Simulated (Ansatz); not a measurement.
WSi₂ (model structure, started from the AlB2 type, P6/mmm, No. 191, 3 atoms in the cell) was calculated with r²SCAN in Ansatz (PAW).

Settings: plane-wave cutoff 560 eV, 18×18×12 k mesh (along the axes of the cell as run), Fermi–Dirac smearing 0.05 eV, no spin polarisation, scalar-relativistic PAW data made under PBE.

Cell (relaxed at this level):

Space group P6/mmm (No. 191); a = b = 4.2879 Å, c = 2.5806 Å, α = β = 90.00°, γ = 120.00°

| atom | site | symmetry | x | y | z |
|---|---|---|---|---|---|
| W | 1a | 6/mmm | 0.0000 | 0.0000 | 0.0000 |
| Si | 2d | -6m2 | 0.3333 | 0.6667 | 0.5000 |

Predict the bulk modulus B0.


- bulk modulus B0: 202 GPa

Note: the run has no spin polarisation, so it can have missed a magnetic state; the bulk modulus is −V dP/dV from two relaxed cells at ±2 % in volume; the relaxation could raise the start's symmetry but not lower it, so the cell can be a saddle point.

Spin–orbit coupling is not included; it can open a gap where bands touch, and shift volumes and moduli.

A model structure was made by putting elements into a prototype or built by hand; it is no filed structure, need not be a known phase, and can be a saddle point held by its symmetry.

Ansatz is an electronic-structure program.
